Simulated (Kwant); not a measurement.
Model system: In0.53Ga0.47As/InP stack with 2 barriers. One parabolic valley. Leads of mass 0.041 mₑ with the band edge at 0; grid 0.1 nm; bias 0 V, dropping linearly over the stack.

| layer | thickness (nm) | band offset (eV) | mass (mₑ) |
|---|---|---|---|
| 1 | 3 | 0.25 | 0.08 |
| 2 | 5.7 | 0 | 0.041 |
| 3 | 3.9 | 0.25 | 0.08 |

Constants are typed, rounded textbook-type inputs, not results; the design itself was drawn at random and stands for no fabricated device.

Model: one-band effective-mass tight-binding model in one dimension, coherent, no space charge (Kwant).

Sweep values stay those of the base run.

Base results: mean transmission over the sweep 0.17; transmission at E = 0.3750 eV 0.29; transmission at E = 0.2812 eV 0.20; transmission at E = 0.1873 eV 0.0080.

**Question.** What follows from this one change: height of the first barrier 0.25 → 0.2 eV?

**Answer.** mean transmission over the sweep 0.17 → 0.18; transmission at E = 0.3750 eV 0.29 → 0.32; transmission at E = 0.2812 eV 0.20 → 0.41; transmission at E = 0.1873 eV 0.0080 → 0.013.

**Question.** What follows from this one change: mass in the first barrier 0.08 → 0.1 mₑ?

**Answer.** mean transmission over the sweep 0.17 → 0.15; transmission at E = 0.3750 eV 0.29 → 0.22; transmission at E = 0.2812 eV 0.20 → 0.19; transmission at E = 0.1873 eV 0.0080 → 0.0053.

**Question.** What follows from this one change: width of the first well 5.7 → 6.8 nm?

**Answer.** mean transmission over the sweep 0.17 → 0.12; transmission at E = 0.3750 eV 0.29 → 0.13; transmission at E = 0.2812 eV 0.20 → 0.37; transmission at E = 0.1873 eV 0.0080 → 0.012.

**Question.** What follows from this one change: width of the first well 5.7 → 4.6 nm?

**Answer.** mean transmission over the sweep 0.17 → 0.11; transmission at E = 0.3750 eV 0.29 → 0.96; transmission at E = 0.2812 eV 0.20 → 0.046; transmission at E = 0.1873 eV little changed (0.0091).
